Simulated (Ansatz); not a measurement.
Take CsPbBr$_{3}$ in the cubic perovskite structure (space group Pm-3m, No. 221) as the base.

```
CsPbBr3
1.0
    5.87206     0.00000     0.00000
    0.00000     5.87206     0.00000
    0.00000     0.00000     5.87206
Cs Pb Br
1 1 3
Direct
  0.00000   0.00000   0.00000
  0.50000   0.50000   0.50000
  0.00000   0.50000   0.50000
  0.50000   0.50000   0.00000
  0.50000   0.00000   0.50000
```

Calculations: PBEsol, PAW, 420 eV (Ansatz, a quantum-chemistry and plane-wave program; no spin-orbit coupling), earlier PAW set.

One change was made to it. Results:

```csv
quantity,base,after
width of the top valence band,2.06 eV,2.84 eV
hole mass,0.13 mₑ (at R),0.080 mₑ (at R)
```

**Question.** Name the change that was made.
A) pressure 3 GPa
B) pressure 7 GPa
C) pressure −1 GPa
D) pressure −2 GPa

**Answer.** A, pressure 3 GPa. For comparison, the hole mass in the other runs: pressure −1 GPa gives 0.16 mₑ (at R); pressure −2 GPa gives 0.20 mₑ (at R); pressure 7 GPa gives 0.033 mₑ (at R).

With Pb present, leaving out spin-orbit coupling can change the band edges. The levels and masses belong to the bands next to the band gap. Load acts through the strain it causes; cell and atoms are relaxed under it. Masses are band curvatures over ±0.01 Å⁻¹ around the edge. No phonon test of stability was made. Competing high-pressure phases were not computed. Many cubic perovskites are stable only at high temperature; tilts and polar distortions were not tested. This is not the structure that CsPbBr3 has at room temperature and ambient pressure.
